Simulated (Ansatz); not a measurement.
Consider this model of amorphous Si₂₄O₅₁Al₂.

```xyz
77
Lattice="10.5601 0.1950 -0.1185 0.1950 10.3276 0.0816 -0.1185 0.0816 10.4956" Properties=species:S:1:pos:R:3 pbc="T T T"
Si     3.7230     5.2211     2.1145
Si     4.3832     2.8675     6.3430
Si     4.0633    10.0957     2.9761
Si    10.5031     9.6850     8.2911
Si     7.2484     3.8184     5.8635
Si     2.3548     6.2054     4.4594
Si     7.7817     6.1712     3.6315
Si     8.0187     8.1523     8.1350
Si     1.3521     3.9222     3.0253
Si     2.1563     1.4566     4.5642
Si     3.5131     5.7504     7.1944
Si    10.3884     7.8616     3.3071
Si     0.7764     1.8844     9.2181
Si     9.9743     7.6046     0.2366
Si     6.4562     5.4988     8.3973
Si     9.8507     2.9550     1.0608
Si     1.8316     7.3572     9.1552
Si     6.8803     9.2211     3.8447
Si     4.1871     7.9312     0.6625
Si     5.0281     2.4350     1.5116
Si     7.8138     5.2762     0.6375
Si     6.0797     9.7279     9.7409
Si     4.0090     1.7323     9.1638
Si     9.0769     9.3823     5.6894
O      7.6487     9.7893     2.5732
O      6.9858     7.5688     3.9546
O     10.4210     3.7896     2.3694
O      0.0656     2.4980     7.9147
O      6.4812     5.2101    10.0195
O      4.2057     6.3435     1.0411
O      9.2429     1.5241     1.4186
O      2.9516     8.1862     9.9646
O      4.6398     3.8953     2.1540
O     10.0079     9.0348     4.4149
O      2.9165     6.6447     5.9411
O      0.5193     2.5818     0.0913
O      3.7142     5.9616     3.5835
O      8.5050     2.7916     5.8090
O      3.7512     8.8867     1.9073
O      3.5185     4.2368     6.6314
O      8.7187     6.6344     0.2869
O      8.7528     3.9884     0.4100
O      9.3286     8.7073     9.2323
O      4.7342     2.2835     7.8161
O      5.0076     6.0620     7.8371
O      2.3868     1.7700     9.0406
O      2.4303     6.0561     8.3994
O      8.8706     8.1485     6.7431
O      9.8440    10.4114     6.8709
O      1.0967     8.4031     8.0816
O      5.3089     9.6289     3.9295
O      1.4154     4.8438     4.4038
O      0.7244     1.4409     5.3116
O      6.5779     2.1987     1.7915
O      4.5072     0.1851     9.2937
O      2.7603    10.3516     3.9402
O      7.0108     0.2592    10.3740
O      5.6701     8.3231     0.0874
O      7.6228     9.8788     5.2113
O      7.6115     6.6428     8.2824
O      7.3227     5.5331     2.1789
O      4.4896     2.6344    10.4183
O      0.1932     0.3070     9.3369
O      0.6435     6.8907    10.1984
O      5.7771     3.1402     5.5161
O      2.1624     4.7550     1.8531
O      1.3859     7.3453     3.7725
O     10.2743     8.3008     1.6819
O      6.8011     9.1713     8.3311
O      2.1157     2.5381     3.3433
O      9.3860     6.5903     3.5340
O      7.5156     5.0881     4.8277
O      4.1882     1.1408     2.0872
O      3.4101     1.8477     5.5497
O      7.0303     4.3334     7.4267
Al    10.0304     2.1111     6.2885
Al     7.6293     0.8505     1.4283
```

Calculation: PBE, scalar-relativistic without spin-orbit coupling (plane waves to 420 eV, PAW; Ansatz, a program for electronic structure).

The cell was made by melting and quenching with the CHGNet potential and then relaxed with DFT. O atoms were pushed apart under 1.9 Å during the dynamics, to hinder bonds among them. The hot cell started wider than the set density and was brought back towards it in steps. It is the lowest in DFT energy of 2 quenches. It is a model cell: composition and starting density were chosen by hand, and all elements were melted together. No dispersion term was used. Its density started from a set value of 2.24 and ended at 2.24 g/cm³. The quench (nominally 480 K/ps over its main leg) was far faster than any real one, so the model tends to hold more defects than a real film. A cell of this size samples the disorder only roughly. The volume was held where the preparation left it and the shape relaxed, at a PBE pressure of -1.5 GPa (tension). Stress components on the final sampling reach 2.5 GPa. Cycles of charging lowered its energy after that relaxation.

Neighbours within Si-Si 2.60 Å, Si-O 2.02 Å, Si-Al 2.55 Å, O-O 1.58 Å, O-Al 2.24 Å, Al-Al 2.66 Å count as bonded. Two cations that share two anions don't count as bonded, nor two that share one unless they lie closer than Si-Si 2.38 Å, Si-Al 2.48 Å, Al-Al 2.59 Å.

Task: Give the coordination numbers, mean bond lengths and angles.

Result: 
* **Mean coordination of Si by anions**: 4.00 (24 with 4)
* **Mean coordination of O**: 2.04 (49 with 2, 2 with 3)
* **Mean coordination of Al by anions**: 4.00 (2 with 4)
* **Mean Si-O bond**: 1.643 Å (spread 0.043 Å, 96 counted)
* **Mean O-Al bond**: 1.791 Å (spread 0.126 Å, 8 counted)
* **Bond angle at Si**: mean 109.4°, spread 4.7°
* **Bond angle at O**: mean 138.7°, spread 13.1°
* **Bond angle at Al**: mean 108.9°, spread 8.4°

Task: Which atoms depart from the most common coordination of their element?

Result: O43 has 3 (Si4 1.79 Å, Si8 1.80 Å, Si14 1.89 Å); O49 has 3 (Si4 1.73 Å, Si24 1.74 Å, Al76 2.12 Å).

Task: List the pairs of like atoms that count as bonded by the rules above.

Result: There are none by these rules.
